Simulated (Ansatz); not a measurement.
The starting structures come from a database of crystals and need not be the phases stable at ambient conditions.

By PBEsol, the system below comes out a metal.

Without scattering a metal conducts by its projected Fermi surface.

Data:

```xyz
4
Lattice="2.7705 0.0000 0.0000 0.0000 9.0023 0.0000 1.3853 0.0000 2.3994" Properties=species:S:1:pos:R:3 pbc="T T T"
Al     0.0000     0.0000     0.0000
Al     0.0000     4.5011     0.0000
Al     1.3853     6.7517     0.7998
Al     2.7705     2.2506     1.5996
```

Space group of this cell: P6_3/mmc. The cell is strained (all lengths scaled by 0.98); by PBEsol its mean pressure is 8.0 GPa.

The current flows along the normal of the first two printed cell vectors, the (100) plane of the conventional cell. No spin-orbit coupling; the value is a mean over 0.1 eV about the Fermi level.

Q: Predict the ballistic conductance per area from PBEsol in Ansatz (an electronic-structure program).

A: 1.3 × 10¹⁵ S/m² for both spins.
